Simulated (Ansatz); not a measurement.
Structures of equal composition on the (110) surface of bcc Nb: a layer of Ru in place of the second plane; a layer of Ru in place of the third plane. The slabs share one bottom face, and each structure is named by its start. These are constructed structures in small cells; real faces may alloy, dewet or reconstruct in larger ones, and not all known structures of the face are among them. Slabs of about 12 Å with all that they carry, Fermi-Dirac smearing of 0.1 eV. Bottom of the slabs: a bare face, its two planes held. Relaxed from the named starts with such symmetry as they have, on meshes of like density; energies extrapolated to zero smearing; no spin-orbit coupling, no U. Spin-polarised runs, if any, are marked in brackets, and their order is one that fits the cell; the others ran without spin.

Computed with PBE (plane waves to 420 eV, PAW; Ansatz, a first-principles code).

Problem. Order them by energy per 1x1 cell (lowest first) at the level PBE.

Solution. a layer of Ru in place of the third plane (0.000 eV), a layer of Ru in place of the second plane (0.213 eV)
